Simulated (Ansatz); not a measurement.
Consider the following.

End structure of a constructed model of the (0001) surface of hcp Co, ferromagnetic, (√3x√3)R30° layer of In, one a cell, on the site that continues the host's stacking (bottom of the slab: a bare face, its two planes held):

```yaml
crystal:
  lattice:
    - [3.73938, 2.15893, 0.00000]
    - [-3.73938, 2.15893, 0.00000]
    - [0.00000, 0.00000, 28.50000]
  atoms:
    - { symbol: Co, position: [0.33333, 0.00000, 0.28099] }
    - { symbol: Co, position: [0.66667, 0.66667, 0.28099] }
    - { symbol: Co, position: [0.00000, 0.33333, 0.28099] }
    - { symbol: Co, position: [0.33333, 0.33333, 0.35174] }
    - { symbol: Co, position: [0.66667, 0.00000, 0.35174] }
    - { symbol: Co, position: [0.00000, 0.66667, 0.35174] }
    - { symbol: Co, position: [0.33333, 0.00000, 0.42323] }
    - { symbol: Co, position: [0.66667, 0.66667, 0.42334] }
    - { symbol: Co, position: [0.00000, 0.33333, 0.42334] }
    - { symbol: Co, position: [0.33333, 0.33302, 0.49349] }
    - { symbol: Co, position: [0.66635, 0.00000, 0.49349] }
    - { symbol: Co, position: [0.00032, 0.66698, 0.49349] }
    - { symbol: Co, position: [0.33333, 0.00000, 0.56569] }
    - { symbol: Co, position: [0.66667, 0.66667, 0.56495] }
    - { symbol: Co, position: [0.00000, 0.33333, 0.56495] }
    - { symbol: Co, position: [0.33333, 0.33898, 0.63419] }
    - { symbol: Co, position: [0.67231, 0.00000, 0.63419] }
    - { symbol: Co, position: [0.99435, 0.66102, 0.63419] }
    - { symbol: In, position: [0.33333, 0.00000, 0.71621] }
```

Slab: 19 atoms, 12.5 Å thick at the start with caps and adatoms (thin: gaps and levels are the slab's own); k 10x10x1, smearing 0.1 eV, dipole-corrected; 6 atoms held, the rest relaxed; symmetry of the start imposed; spin-polarised, ending with about 29.3 μB a cell; orders that need a larger cell were not tried, no spin-orbit, no U. It is one candidate, not shown to be the stable structure of the face.

Q: Give the work function of the top face at the level Ansatz (a quantum-chemistry and plane-wave program) with PBE.

A: 4.27 eV
